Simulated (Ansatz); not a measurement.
Candidates (primitive cells; geometry: relaxed with this functional, without spin-orbit coupling):
A. ScB2 (P6/mmm), a = 3.127 Å, b = 3.127 Å, c = 3.482 Å, α = 90.00°, β = 90.00°, γ = 120.00°
B. HfB2 (P6/mmm), a = b = 3.127 Å, c = 3.448 Å, α = β = 90.00°, γ = 120.00°
C. BaAu₂ (P6/mmm), a = 4.787 Å, b = 4.787 Å, c = 4.094 Å, α = 90.00°, β = 90.00°, γ = 120.00°
D. YB₂ (P6/mmm), a = b = 3.2740 Å, c = 3.8227 Å, α = β = 90.00°, γ = 120.00°

Problem. Put the candidates in order of resistivity at 300 K, lowest first, for PBEsol, DFPT electron-phonon coupling, linearised Boltzmann equation in Ansatz (a first-principles code).

Solution. B (4.7 μΩ·cm), A (7.7 μΩ·cm), D (12.9 μΩ·cm), C (21 μΩ·cm)

Metals; harmonic phonons alone scatter; means over directions. Halving the electron mesh moves these values by up to 8 %; q meshes are mostly untested. Some of the runs warned that the eigensolver left states short of its tolerance. Spin-orbit coupling is left out.

Formula and space group known from diffraction (Crystallography Open Database), not checked to be the room-temperature form: BaAu2 (P6/mmm), ScB2 (P6/mmm). The missing spin-orbit coupling matters most for BaAu2 (P6/mmm), HfB2 (P6/mmm).
